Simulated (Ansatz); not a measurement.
The starting structures come from a database of crystals and need not be the phases stable at ambient conditions.

By PBEsol, the system below comes out a metal.

Without scattering a metal conducts by its projected Fermi surface.

Data:

```xyz
2
Lattice="3.4098 0.0000 0.0000 0.0000 4.3006 0.0000 0.0000 2.1503 2.1503" Properties=species:S:1:pos:R:3 pbc="T T T"
Ta     1.7049     2.1503     0.0000
Ru     0.0000     0.0000     0.0000
```

Space group of this cell: P4/mmm. The cell is taken as given; by PBEsol its mean pressure is -4.7 GPa.

The current flows along the normal of the first two printed cell vectors, the (110) plane of the conventional cell. No spin-orbit coupling; the value is a mean over 0.1 eV about the Fermi level.

Predict the ballistic conductance per area from Ansatz (a program for electronic structure) with PBEsol.

1.1 × 10¹⁵ S/m² for both spins.
